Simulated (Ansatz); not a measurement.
The starting structures come from a database of crystals and need not be the phases stable at ambient conditions.

 Where the default PAW files enter, the runs use the earlier of Ansatz's two default sets.

By PBEsol, the system below comes out a metal.

Without scattering a metal conducts by its projected Fermi surface.

Input:

```xyz
2
Lattice="3.2279 0.0000 0.0000 0.1302 4.4940 0.0000 0.0000 0.0000 4.4306" Properties=species:S:1:pos:R:3 pbc="T T T"
Sb     0.2393     3.4314     3.3230
Sb     3.1188     1.0627     1.1077
```

Space group of this cell: P2_1/m. The cell is strained (all lengths scaled by 1.02); by PBEsol its mean pressure is -5.2 GPa.

The current flows along the normal of the first two printed cell vectors. No spin-orbit coupling; the value is a mean over 0.1 eV about the Fermi level.

Question: Compute, with Ansatz (a quantum-chemistry and plane-wave program) with PBEsol, the ballistic conductance per area.

Answer: 0.94 × 10¹⁵ S/m² for both spins.
